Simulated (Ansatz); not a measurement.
Results of PBE (plane waves, PAW; Ansatz, a program for electronic structure) for Co₃AlB (model structure, started from the Ni3MgC type, Pm-3m, No. 221, 5 atoms in the cell).

Settings: plane-wave cutoff 520 eV, 14×14×14 k mesh, Fermi–Dirac smearing 0.05 eV, spin-polarised with parallel moments, scalar-relativistic PAW data made under PBE.

Cell (relaxed at this level):

```
CELL_PARAMETERS angstrom
      3.76410     0.00000     0.00000
      0.00000     3.76410     0.00000
      0.00000     0.00000     3.76410
ATOMIC_POSITIONS crystal
  Al 0.00000 0.00000 0.00000
  Co 0.00000 0.50000 0.50000
  Co 0.50000 0.00000 0.50000
  Co 0.50000 0.50000 0.00000
  B  0.50000 0.50000 0.50000
```
Starting moments (μB, in the order of the record's atoms Al Co Co Co B): 0.0 3.0 3.0 3.0 0.0.

Question: What does this level give for the bulk modulus B0?

Answer: 
- bulk modulus B0 = 202 GPa

The run finds no gap.

Note: the magnetic order was assumed, not searched for or taken from measurement; the bulk modulus is −V dP/dV from two relaxed cells at ±2 % in volume; the moments ended far under their starting size, a low-moment state that need not be the lowest; the relaxation could raise the start's symmetry but not lower it, so the cell can be a saddle point.

Computed values are for the static lattice.

A model structure was made by putting elements into a prototype or built by hand; it is no filed structure, need not be a known phase, and can be a saddle point held by its symmetry.
